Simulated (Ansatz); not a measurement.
Worked example: self-consistent single point of CaGe (Cmcm, 4 atoms in the cell) in Ansatz (an electronic-structure program)

Level of theory: LDA (PW92), default PAW files made with PBE (plane waves; Ansatz).

This input was run:

Ansatz 0.2 input:
```yaml
# CaGe
crystal:
  lattice:
    - [2.272562, -5.371078, 0.000000]
    - [2.272562, 5.371078, 0.000000]
    - [0.000000, 0.000000, 4.011918]
  atoms:
    - { symbol: Ca, position: [0.636130, 0.363870, 0.750000] }
    - { symbol: Ca, position: [0.363870, 0.636130, 0.250000] }
    - { symbol: Ge, position: [0.924570, 0.075430, 0.750000] }
    - { symbol: Ge, position: [0.075430, 0.924570, 0.250000] }
basis:
  ecutwfc: 30.9 Ry
kpoints:
  mp_grid: { grid: [7, 7, 7] }
hamiltonian:
  xc: lda
  pseudopotentials: { kind: paw }
scf:
  occupations: { method: gaussian, width: 0.0073 Ry }
output:
  forces: true
  eigenvalues: true
  stress: true
```

Output, abridged:

```
WARN ansatz: RAYON_NUM_THREADS=1 ignored (pool sized by the plan → 1); use --threads N
Pseudopotentials: kind: paw
Pseudopotential: Ca, paw, valence charge 10
Pseudopotential: Ge, paw, valence charge 14
Crystal: 4 atoms, lattice volume = 97.940 Å³
Basis set: ecut = 420.4159175005146 eV, 1915 PW (Γ)
Bands: 29, of which v1, the nominal top of the filled ones, is band 24 counted from 1 (23 counted from 0)
Symmetry: 8 space group operations
Space group: Cmcm (ITA 63), of the structure as read, at distance tolerance 4.6e-5 Å
k-points: 64 of 343
PAW frozen core: Ca, regenerated for the run's functional, and the local potential with it
PAW frozen core: Ge, regenerated for the run's functional, and the local potential with it
Initial density: superposition of atomic densities (neutral atoms: chi_scale 0, normalization atom), corrected by the library's trained network
Initial wavefunctions: pseudopotential atomic-orbital guess
Eigensolver: davidson
Functional: x = slater, c = lda
SCF iter   1: F=—  HF=-11979.640671 eV  |F-HF|=—  |Δ(HF+E_count)|=         —  Δρ=4.98e-3  dr2=1.07e-2  ethr=1.77e-3  ⟨swp⟩=8.1  Hψ=8937  notcnv=0
all-band conjugate gradients solve this SCF's bands
preconditioner: auto → Kerker (q_TF=auto, 2.423 Å⁻¹)
SCF iter   2: F=—  HF=-11979.639097 eV  |F-HF|=—  |Δ(HF+E_count)|=   1.57e-3  Δρ=2.66e-3  dr2=3.65e-3  ethr=2.23e-5  ⟨swp⟩=2.3  Hψ=3653  notcnv=0
SCF iter   3: F=—  HF=-11979.638830 eV  |F-HF|=—  |Δ(HF+E_count)|=   2.66e-4  Δρ=7.68e-4  dr2=5.21e-4  ethr=7.61e-6  ⟨swp⟩=2.6  Hψ=3244  notcnv=0
SCF iter   4: F=—  HF=-11979.638726 eV  |F-HF|=—  |Δ(HF+E_count)|=   1.05e-4  Δρ=1.96e-4  dr2=7.57e-5  ethr=1.08e-6  ⟨swp⟩=2.0  Hψ=3167  notcnv=0
SCF iter   5: F=—  HF=-11979.638710 eV  |F-HF|=—  |Δ(HF+E_count)|=   1.60e-5  Δρ=5.67e-5  dr2=7.64e-6  ethr=1.58e-7  ⟨swp⟩=2.0  Hψ=3230  notcnv=0
SCF iter   6: F=—  HF=-11979.638708 eV  |F-HF|=—  |Δ(HF+E_count)|=   1.72e-6  Δρ=1.28e-5  dr2=1.55e-7  ethr=1.59e-8  ⟨swp⟩=2.0  Hψ=2175  notcnv=0
SCF iter   7: F=-11979.638708 eV  HF=-11979.638708 eV  |F-HF|=8.23e-9  |Δ(HF+E_count)|=   1.24e-8  Δρ=3.59e-6  dr2=2.13e-8  ethr=2.08e-10  ⟨swp⟩=7.0  Hψ=7595  notcnv=0
SCF 1 converged in 7 iterations: F = -11979.638708 eV  dr2 = 2.13e-8
SCF converged after 7 iterations
Free energy (F): -11979.638708 eV
Harris-Foulkes:  -11979.638708 eV  (|F-HF|=8.23e-9)
Internal energy: -11979.630592 eV  (E = F + TS)
E sigma→0 (E₀):  -11979.634650 eV
Entropy (-TS):   -0.008116 eV (-2.029 meV/atom)
Fermi energy:    8.491242 eV
--- Per-component energies (eV) ---
  E_band       = -556.856024
  E_kinetic    = 780.790674
  E_local      = -6523.978521  (includes V_loc(G=0)·N_el)
  E_nonlocal   = 975.516156
  E_hartree    = 2723.242059
  E_xc         = -422.151308
  E_vxc        = -471.937729  (∫ρ·V_xc dr)
  E_paw        = -5513.819973  (= ΣΔE_a)
  E_vpaw       = -763.729786  (= ΣTr[D̂ρ^β])
  E_aug_tail   = 0.000556  (compensation charges beyond the density's cutoff)
  E_ewald      = -4003.613219
  E_core_change = 4.382984  (= ΣΔE_core)
  E_smearing   = -0.008116  (= −TS)
  E_closure    = -0.000000  (closes the sum)
  Σ components = -11979.638708   (vs F -11979.638708, Δ=0.00e0)
--- Forces (eV/Å), atoms counted from 1 ---
  atom   1  Ca     0.00000000     0.02577584     0.00000000
  atom   2  Ca     0.00000000    -0.02577584     0.00000000
  atom   3  Ge     0.00000000    -0.01624457     0.00000000
  atom   4  Ge     0.00000000     0.01624457     0.00000000
  max |Σ_I F_I| component: 0.00e0 eV/Å
--- Stress (GPa, compression-positive) ---
       -3.292310       0.000000       0.000000
        0.000000      -2.745579       0.000000
        0.000000       0.000000      -2.845454
  P = ⅓ Tr σ = -2.9611 GPa (-29.611 kbar)
  The stress holds the Pulay correction. Without it, at fixed plane waves, as pw.x and ABINIT print it: P = -2.9742 GPa
--- Band table (eV; the first three rows and the last of 64) ---
  k-point 0: bands = ["-32.2935", "-32.2641", "-15.9767", "-15.9107", "-15.8475", "-15.8455", "-15.8022", "-15.7869", "-15.7769", "-15.7664", "-15.7507", "-15.7348", "-13.6903", "-13.5787", "-13.5648", "-13.5469", "-13.4968", "-13.4599", "-2.2492", [...]
  k-point 1: bands = ["-32.2914", "-32.2648", "-15.9730", "-15.9010", "-15.8553", "-15.8469", "-15.8090", "-15.7903", "-15.7730", "-15.7645", "-15.7508", "-15.7359", "-13.6801", "-13.5751", "-13.5623", "-13.5574", "-13.5036", "-13.4773", "-2.0628", [...]
  k-point 2: bands = ["-32.2856", "-32.2673", "-15.9601", "-15.8771", "-15.8766", "-15.8484", "-15.8227", "-15.8006", "-15.7666", "-15.7611", "-15.7504", "-15.7392", "-13.6527", "-13.5790", "-13.5663", "-13.5573", "-13.5239", "-13.5176", "-1.5144", [...]
  k-point 63: bands = ["-32.2762", "-32.2741", "-15.9368", "-15.9070", "-15.8485", "-15.8444", "-15.8352", "-15.8201", "-15.7624", "-15.7599", "-15.7479", "-15.7434", "-13.6751", "-13.6634", "-13.5663", "-13.5489", "-13.4942", "-13.4856", "-0.4602", [...]
```

The run converged in 7 iterations.

The starting cell comes from a database of computed structures (which also holds hypothetical and non-ambient phases and stackings), without a prior relaxation at this level. Its lattice was rescaled by up to half a per cent. Ansatz's pressure includes its estimate of the finite-basis (Pulay) stress.
